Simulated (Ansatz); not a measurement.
Ansatz (a quantum-chemistry and plane-wave program) run on La3Rh2 (R-3, 15 atoms in the cell): self-consistent single point.

Method: PBEsol, default PAW files made with PBE (plane waves; Ansatz).

The change in words: lattice scaled by 1.015; basis.ecutwfc: 420 eV → 250 eV. Reference geometry:
```
La3Rh2
1.0
    4.47635     2.58442     5.72879
   -4.47635     2.58442     5.72879
    0.00000    -5.16884     5.72879
La Rh
9 6
Direct
  0.00000   0.00000   0.00000
  0.79734   0.79734   0.79734
  0.20266   0.20266   0.20266
  0.38847   0.16164   0.67120
  0.61153   0.83836   0.32880
  0.67120   0.38847   0.16164
  0.32880   0.61153   0.83836
  0.16164   0.67120   0.38847
  0.83836   0.32880   0.61153
  0.16540   0.95654   0.59044
  0.83460   0.04346   0.40956
  0.59044   0.16540   0.95654
  0.40956   0.83460   0.04346
  0.95654   0.59044   0.16540
  0.04346   0.40956   0.83460
```

Reference input (self-consistent single point, DFT, PBEsol, plane waves, default PAW files made with PBE): basis.ecutwfc = 420 eV; kpoints.mp_grid.grid = 3 3 3; hamiltonian.xc = pbesol; hamiltonian.pseudopotentials = {kind: paw} (the program's default PAW files); scf.occupations.method = fermi_dirac; scf.occupations.width = 0.1 eV. This run's input differs from it in these lines:

Ansatz 0.2 input:
```diff
@@ -3,5 +3,5 @@
   lattice:
-    - [4.476350, 2.584422, 5.728793]
-    - [-4.476350, 2.584422, 5.728793]
-    - [0.000000, -5.168844, 5.728793]
+    - [4.543495, 2.623188, 5.814725]
+    - [-4.543495, 2.623188, 5.814725]
+    - [0.000000, -5.246377, 5.814725]
   atoms:
@@ -23,3 +23,3 @@
 basis:
-  ecutwfc: 420.0 eV
+  ecutwfc: 250.0 eV
 kpoints:
```

Log, with long lists cut:

```
SCF iter   1: F=—  HF=-93481.401460 eV  |F-HF|=—  |Δ(HF+E_count)|=         —  Δρ=3.04e-2  dr2=3.16e0  ethr=1.77e-3  ⟨swp⟩=7.7  Hψ=2900  notcnv=0
all-band conjugate gradients solve this SCF's bands
preconditioner: auto → Kerker (q_TF=auto, 2.417 Å⁻¹)
SCF iter   2: F=—  HF=-93480.908048 eV  |F-HF|=—  |Δ(HF+E_count)|=   4.93e-1  Δρ=1.02e-2  dr2=1.70e-1  ethr=1.57e-3  ⟨swp⟩=2.2  Hψ=1167  notcnv=0
   [... lines left out ...]
SCF iter   5: F=—  HF=-93480.882256 eV  |F-HF|=—  |Δ(HF+E_count)|=   8.41e-5  Δρ=8.91e-5  dr2=8.06e-5  ethr=4.44e-7  ⟨swp⟩=3.0  Hψ=1376  notcnv=0
SCF iter   6: F=—  HF=-93480.881754 eV  |F-HF|=—  |Δ(HF+E_count)|=   5.01e-4  Δρ=1.71e-5  dr2=2.49e-6  ethr=4.01e-8  ⟨swp⟩=2.0  Hψ=756  notcnv=0
SCF iter   7: F=—  HF=-93480.881754 eV  |F-HF|=—  |Δ(HF+E_count)|=   4.26e-7  Δρ=5.06e-6  dr2=1.43e-7  ethr=1.24e-9  ⟨swp⟩=2.0  Hψ=1012  notcnv=0
SCF iter   8: F=-93480.881754 eV  HF=-93480.881754 eV  |F-HF|=1.59e-8  |Δ(HF+E_count)|=   6.82e-9  Δρ=1.92e-6  dr2=2.41e-8  ethr=4.98e-11  ⟨swp⟩=10.7  Hψ=3032  notcnv=0
SCF 1 converged in 8 iterations: F = -93480.881754 eV  dr2 = 2.41e-8
Free energy (F): -93480.881754 eV
Internal energy: -93480.475154 eV  (E = F + TS)
E sigma→0 (E₀):  -93480.678454 eV
Entropy (-TS):   -0.406600 eV (-27.107 meV/atom)
Fermi energy:    13.052028 eV
--- Forces (eV/Å), atoms counted from 1 ---
  atom   1  La     0.00000000     0.00000000     0.00000000
  atom   2  La     0.00000000    -0.00000000     0.14849248
  atom   3  La    -0.00000000     0.00000000    -0.14849248
  atom   4  La    -0.03587354    -0.28074549     0.00333814
  atom   5  La     0.03587354     0.28074549    -0.00333814
  atom   6  La     0.26106949     0.10930535     0.00333815
  atom   7  La    -0.26106949    -0.10930535    -0.00333815
  atom   8  La    -0.22519596     0.17144014     0.00333815
   [... lines left out ...]
  atom  15  Rh    -0.01533368    -0.10507335     0.01784574
--- Stress (GPa, compression-positive) ---
       -5.528159      -0.000000      -0.000000
        0.000000      -5.528159       0.000000
        0.000000       0.000000      -6.081112
  P = ⅓ Tr σ = -5.7125 GPa (-57.125 kbar)
  The stress holds the Pulay correction. Without it, at fixed plane waves, as pw.x and ABINIT print it: P = -34.2706 GPa
```

The run converged in 8 iterations. Against the reference run the free energy goes up by 803 meV/atom, the pressure goes from -3.00 to -5.71 GPa and the largest force goes from 0.120 to 0.283 eV/Å.

The starting cell comes from a database of computed structures (which also holds hypothetical and non-ambient phases and stackings), without a prior relaxation at this level. For this run, on top of that: lattice scaled by 1.015. Spin polarisation is off. Ansatz's pressure includes its estimate of the finite-basis (Pulay) stress. Without the estimate this run gives -34.27 GPa. The cutoff lies below the one recommended for these files.
